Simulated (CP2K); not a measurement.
# A self-consistent single point of SnAu5 (R32, 6 atoms in the cell) with CP2K

Computed with PBEsol, GPW, DZVP-MOLOPT-SR-GTH basis, GTH-PBE potentials (GTH_POTENTIALS) (CP2K).

Input as run:

```
&GLOBAL
  PROJECT bulk
  RUN_TYPE ENERGY_FORCE
  PRINT_LEVEL LOW
&END GLOBAL
&FORCE_EVAL
  METHOD Quickstep
  STRESS_TENSOR ANALYTICAL
  &DFT
    BASIS_SET_FILE_NAME BASIS_MOLOPT
    POTENTIAL_FILE_NAME GTH_POTENTIALS
    &QS
      METHOD GPW
      EPS_DEFAULT 1E-10
    &END QS
    &MGRID
      CUTOFF 500
      REL_CUTOFF 50
      NGRIDS 5
    &END MGRID
    &SCF
      SCF_GUESS ATOMIC
      EPS_SCF 1E-7
      MAX_SCF 100
      ADDED_MOS 10
      &DIAGONALIZATION
        ALGORITHM STANDARD
      &END DIAGONALIZATION
      &MIXING
        METHOD BROYDEN_MIXING
        ALPHA 0.3
        NBUFFER 8
        BETA 1.5
      &END MIXING
      &SMEAR ON
        METHOD GAUSSIAN
        SIGMA [eV] 0.1
      &END SMEAR
    &END SCF
    &KPOINTS
      SCHEME MONKHORST-PACK 5 5 5
    &END KPOINTS
    &XC
      &XC_FUNCTIONAL
        &PBE
          PARAMETRIZATION PBESOL
        &END PBE
      &END XC_FUNCTIONAL
    &END XC
    &PRINT
      &MO
        EIGENVALUES T
        OCCUPATION_NUMBERS T
        NDIGITS 8
        FILENAME mo
        &EACH
          QS_SCF 0
        &END EACH
        ADD_LAST NUMERIC
      &END MO
      &MULLIKEN OFF
      &END MULLIKEN
    &END PRINT
  &END DFT
  &SUBSYS
    &CELL
      ABC 5.67146200 5.67146151 5.67146161
      ALPHA_BETA_GAMMA 52.87888970 52.87889422 52.87889349
      PERIODIC XYZ
    &END CELL
    &COORD
      SCALED
      Sn       0.00000000     0.00000000     0.00000000
      Au       0.67014700     0.67014700     0.67014700
      Au       0.32985300     0.32985300     0.32985300
      Au       0.50000000     0.17076500     0.82923500
      Au       0.82923500     0.50000000     0.17076500
      Au       0.17076500     0.82923500     0.50000000
    &END COORD
    &KIND Sn
      BASIS_SET DZVP-MOLOPT-SR-GTH-q4
      POTENTIAL GTH-PBE-q4
    &END KIND
    &KIND Au
      BASIS_SET DZVP-MOLOPT-SR-GTH-q11
      POTENTIAL GTH-PBE-q11
    &END KIND
  &END SUBSYS
  &PRINT
    &FORCES ON
    &END FORCES
    &STRESS_TENSOR ON
    &END STRESS_TENSOR
  &END PRINT
&END FORCE_EVAL
```

Output (repeated stretches shortened):

```
 GLOBAL| Method name                                                        CP2K
 GLOBAL| Project name                                                       bulk
 GLOBAL| Run type                                                   ENERGY_FORCE

 TOTAL NUMBERS AND MAXIMUM NUMBERS

  Total number of            - Atomic kinds:                                   2
                             - Atoms:                                          6
                             - Shell sets:                                     6
                             - Shells:                                        40
                             - Primitive Cartesian functions:                 30
                             - Cartesian basis functions:                    164
                             - Spherical basis functions:                    138

  Maximum angular momentum of- Orbital basis functions:                        3
                             - Local part of the GTH pseudopotential:          0
                             - Non-local part of the GTH pseudopotential:      4

 SCF PARAMETERS         Density guess:                                    ATOMIC
                        max_scf:                                             100
                        max_diis:                                              4
                        eps_scf:                                        1.00E-07
                        eps_diis:                                       1.00E-01
                        eps_eigval:                                     1.00E-05
                        level_shift [a.u.]:                             0.000000
                        added MOs                                        10    0
                        Mixing method:                            BROYDEN_MIXING
                                                charge density mixing in g-space
                        Smear method:                                   GAUSSIAN
                        Smearing width (sigma) [a.u.]:                  3.67E-03
                        Accuracy threshold:                             1.00E-10
                        No outer SCF

 Extrapolation method: initial_guess

 Number of electrons:                                                         59
 Number of occupied orbitals:                                                 30
 Number of molecular orbitals:                                                40

 Number of orbital functions:                                                138
 Number of independent orbital functions:                                    138

 SCF WAVEFUNCTION OPTIMIZATION

  Step     Update method      Time    Convergence         Total energy    Change
     1 NoMix/Diag. 0.30E+00      -     0.31054976      -169.7594317110 -1.70E+02
     2 Broy./Diag. 0.30E+00      -     0.07036883      -174.9719260701 -5.21E+00
     3 Broy./Diag. 0.30E+00      -     0.14115853      -171.9168662495  3.06E+00
     4 Broy./Diag. 0.30E+00      -     0.00894376      -169.6109227713  2.31E+00
     5 Broy./Diag. 0.30E+00      -     0.01650683      -169.4637819513  1.47E-01
     6 Broy./Diag. 0.30E+00      -     0.00721598      -169.4908339197 -2.71E-02
     7 Broy./Diag. 0.30E+00      -     0.00644254      -169.4970606198 -6.23E-03
   [... 5 lines left out ...]
    13 Broy./Diag. 0.30E+00      -     0.00000123      -169.4841742430 -3.40E-05
    14 Broy./Diag. 0.30E+00      -     0.00000202      -169.4841927078 -1.85E-05
    15 Broy./Diag. 0.30E+00      -     0.00000019      -169.4841919678  7.40E-07
    16 Broy./Diag. 0.30E+00      -     0.00000025      -169.4841895793  2.39E-06
    17 Broy./Diag. 0.30E+00      -     0.00000002      -169.4841891416  4.38E-07

  *** SCF run converged in    17 steps ***

  Electronic density on regular grids:        -58.9999999982        0.0000000018
  Core density on regular grids:               58.9999999891       -0.0000000109
  Total charge density on r-space grids:       -0.0000000091
  Total charge density g-space grids:          -0.0000000091

  Overlap energy of the core charge distribution:               0.00000002252056
  Self energy of the core charge distribution:               -296.72705138921191
  Core Hamiltonian energy:                                     93.56991943414381
  Hartree energy:                                              60.80687828746564
  Exchange-correlation energy:                                -27.13355365902489
  Smearing free energy correction:                             -0.00038183752980
  Fermi energy:                                                 0.36500225464368

  Total energy:                                              -169.48418914160655
  Total energy (extrapolated to sigma->0):                   -169.48399822284165

 ENERGY| Total FORCE_EVAL ( QS ) energy [hartree]           -169.484189363618668

 FORCES| Atomic forces [hartree/bohr]
 FORCES|   Atom     x               y               z               |f|
 FORCES|      1  3.07141233E-09  7.14812545E-10 -2.58217134E-08   2.60135621E-08
 FORCES|      2 -1.19610995E-03 -5.94846532E-04 -4.00355349E-04   1.39456295E-03
 FORCES|      3  1.19617993E-03  5.94814609E-04  4.00438688E-04   1.39463328E-03
 FORCES|      4  6.32721802E-08  8.70861336E-04 -1.29391325E-03   1.55968297E-03
 FORCES|      5 -6.94564429E-04  5.25767384E-04  1.29382139E-03   1.55975154E-03
 FORCES|      6  6.94428100E-04 -1.39659751E-03  3.43420196E-08   1.55971632E-03
 FORCES| Sum    -3.98459401E-12 -9.03882004E-13 -4.00924704E-13
 FORCES| Total atomic force                                       4.10545159E-12

 STRESS| Analytical stress tensor [bar]
 STRESS|                        x                   y                   z
 STRESS|      x        5.52277227685E+04  -2.24597351845E+04  -1.51181747848E+04
 STRESS|      y       -2.24597351845E+04   8.92257150492E+04  -7.51773647778E+03
 STRESS|      z       -1.51181747848E+04  -7.51773647778E+03   9.53335271996E+04
 STRESS| 1/3 Trace                                             7.99289883391E+04
```

The run converged in 17 iterations.

The starting cell comes from a database of computed structures (which also holds hypothetical and non-ambient phases and stackings), without a prior relaxation at this level. Its lattice was rescaled by a random factor within 2.5 % of one. Values carry the incompleteness of an atom-centred basis. The potentials were made for another functional than the one used. With a pressure of about 8 GPa the cell is away from its equilibrium volume at this level.

Cost on one core of a shared machine: roughly 3 min.
